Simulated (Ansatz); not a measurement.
Given:

```yaml
crystal:
  lattice:
    - [0.00000, 2.72372, 2.72372]
    - [2.72372, 0.00000, 2.72372]
    - [2.72372, 2.72372, 0.00000]
  atoms:
    - { symbol: Ag, position: [0.00000, 0.00000, 0.00000] }
    - { symbol: Cl, position: [0.50000, 0.50000, 0.50000] }
```

These are PBEsol with spin-orbit coupling, rigid bands (plane waves, PAW; Ansatz, an electronic-structure program) values and carry that method's errors. Condition of this run: spin-orbit coupling switched on. How the cell was made: cell and atoms relaxed with PBEsol.

Predict the electron conductivity mass (n e² τ/σ) at 300 K, by direction if it differs.

0.26 mₑ.

Predict the hole conductivity mass (n e² τ/σ) at 300 K, by direction if it differs.

0.83 mₑ.

And the band gap?

0.68 eV at this level; semilocal functionals usually fall short of the measured gap.

Rigid bands, one relaxation time for all states, no polarons.
